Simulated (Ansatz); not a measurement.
ZnS under a change: uniaxial strain ε_zz = −2.50 %

Start from ZnS in the zinc blende structure (space group F-43m, No. 216; a = 5.3891 Å). Axes: x, y, z lie along the cube axes.

One thing is altered: uniaxial strain ε_zz = −2.50 %, all other strain components held at zero; the atoms relax in the strained cell.

All numbers come from DFT with r2SCAN, PAW potentials and a 500 eV plane-wave cutoff in Ansatz (an electronic-structure program), no spin-orbit coupling. k-mesh 11×11×11 (Γ-centred); smearing 0.05 eV (Fermi–Dirac).

The volume per atom shrinks by 0.49 Å³ (19.56 Å³ → 19.07 Å³) and the shortest interatomic distance decreases by 0.0193 Å to 2.314 Å. The energy goes up by 4.2 meV/atom and the pressure (mean of the normal stresses, compression positive) goes from zero to 20.8 kbar. The band gap grows by 0.06 eV (2.70 eV → 2.76 eV) and the gap character stays direct at Γ. The electron mass becomes 0.20 mₑ (at Γ) (base: 0.19 mₑ (at Γ)) and the valence-band top at Γ (three highest levels, from the VBM) goes from 0.00, 0.00, 0.00 eV to 0.00, -0.09, -0.09 eV. The stress (xx, yy, zz, yz, xz, xy; compression positive) comes out as (1.75, 1.75, 2.76, 0.00, 0.00, 0.00) GPa.

Masses are band curvatures over ±0.01 Å⁻¹ around the edge. Stability against distortions was not tested. k-point labels follow each cell's own Brillouin zone.
